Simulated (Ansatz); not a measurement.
Given:

```yaml
crystal:
  lattice:
    - [0.00000, 2.60359, 2.60359]
    - [2.60359, 0.00000, 2.60359]
    - [2.60359, 2.60359, 0.00000]
  atoms:
    - { symbol: F, position: [0.00000, 0.00000, 0.00000] }
    - { symbol: K, position: [0.50000, 0.50000, 0.50000] }
```

No spin polarisation.

The values are results of r2SCAN/PAW in Ansatz (a program for electronic structure), without spin-orbit coupling, not measurements. Settings: 11×11×11 k-points, 0.05 eV Fermi–Dirac smearing.

### Question
What band gap does the calculation give?

### Answer
7.27 eV.

### Question
Estimate the space group.

### Answer
Fm-3m (No. 225).

The cells carry an imposed strain or load. Stability against distortions was not tested. The cell was made from KF in the rock salt structure (space group Fm-3m, No. 225) by this change: isotropic strain −2.09 %.
